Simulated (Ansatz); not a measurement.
Defect migration in hcp Ru: W-vacancy pair (W on one host Ru site, one Ru site vacant), neutral cell. The step: the W atom itself jumps into the vacancy (W-vacancy distance between ideal sites 2.66 Å throughout); the atom moves 2.53 Å along (-0.64, -0.32, 0.47) of the unit cell; the moving atom starts with neighbours 2 Ru at 2.66, 2 Ru at 2.67, 3 Ru at 2.71, 2 Ru at 2.73, 2 Ru at 2.75 Å and ends with 2 Ru at 2.66, 2 Ru at 2.67, 3 Ru at 2.71, 2 Ru at 2.73, 2 Ru at 2.75 Å. DFT values are from Ansatz (plane-wave PAW, 420 eV unless said) in a cell of 36 host sites, spin-restricted, static, with no finite-size correction. Forms of the defect that were not tried may lie lower. For the PBE band: the saddle point's order was not checked, and it lies on a symmetry element of the cell, where a band can be held.

```csv
Level,Forward barrier (eV),Cost of the band or of the saddle's single point
"CHGNet universal potential (has no charge state), its own band",0.87,-
"PBE, a 2×2×2 k-point mesh shifted by half a step along c, band relaxed",2.09,about 25 core-minutes (a rough figure)
"PBE, a 4×4×4 k-point mesh shifted by half a step along c, same geometries",1.86,roughly 8 core-minutes
"r2SCAN at 500 eV, a 2×2×2 k-point mesh shifted by half a step along c, same geometries",2.14,about 3 core-minutes (a rough figure)
```

Ansatz is an electronic-structure program.
